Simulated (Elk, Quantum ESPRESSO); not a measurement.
A Quantum ESPRESSO input for a self-consistent single point of LuNi2Ge2 (I4/mmm, 5 atoms in the cell) (DFT, LDA (PZ), plane waves, PSlibrary ultrasoft (LDA) pseudopotentials):

```fortran
&CONTROL
 calculation = 'scf'
 outdir = './out'
 pseudo_dir = './'
 tprnfor = .true.
 tstress = .true.
/
&SYSTEM
 ibrav = 0
 nat = 5
 ntyp = 3
 ecutwfc = 50
 ecutrho = 400
 occupations = 'smearing'
 smearing = 'fermi-dirac'
 degauss = 0.0073499
/
&ELECTRONS
 conv_thr = 1.0e-11
/
ATOMIC_SPECIES
Lu   174.9668  Lu.pz-spdn-rrkjus_psl.1.0.0.UPF
Ni    58.6934  Ni.pz-n-rrkjus_psl.1.0.0.UPF
Ge    72.6300  Ge.pz-n-rrkjus_psl.1.0.0.UPF
ATOMIC_POSITIONS {angstrom}
Lu    0.0000000000    0.0000000000    0.0000000000
Ni    2.0210250000    0.0000000000    2.4518375000
Ni    0.0000000000    2.0210250000    2.4518375000
Ge    0.0000000000    0.0000000000    6.1500911115
Ge    0.0000000000    0.0000000000    3.6572588885
K_POINTS {automatic}
7 7 7  0 0 0
CELL_PARAMETERS {angstrom}
  -2.0210250000     2.0210250000     4.9036750000
   2.0210250000    -2.0210250000     4.9036750000
   2.0210250000     2.0210250000    -4.9036750000
```

Translate this input to Elk.

One input that does it (others would too):

```
tasks
  0

swidth
  0.00367493

maxscl
  100

avec
   -3.8191837410    3.8191837410    9.2666027542
    3.8191837410   -3.8191837410    9.2666027542
    3.8191837410    3.8191837410   -9.2666027542

sppath
  'species/'

atoms
  3
  'Lu.in'
  1
  0.0000000000  0.0000000000  0.0000000000    0.0 0.0 0.0
  'Ni.in'
  2
  0.2500000000  0.7500000000  0.5000000000    0.0 0.0 0.0
  0.7500000000  0.2500000000  0.5000000000    0.0 0.0 0.0
  'Ge.in'
  2
  0.6270900000  0.6270900000  0.0000000000    0.0 0.0 0.0
  0.3729100000  0.3729100000  0.0000000000    0.0 0.0 0.0

ngridk
  7 7 7
```

Basis settings and potentials, where a program has them, do not carry over. This input uses DFT, LDA (PW92), all-electron FP-LAPW, Elk's shipped species files, default APW+lo basis. LDA parametrisations can differ slightly between programs.

The starting cell comes from a database of computed structures (which also holds hypothetical and non-ambient phases and stackings), without a prior relaxation at this level. Its lattice was rescaled by a random factor within 2.5 % of one.
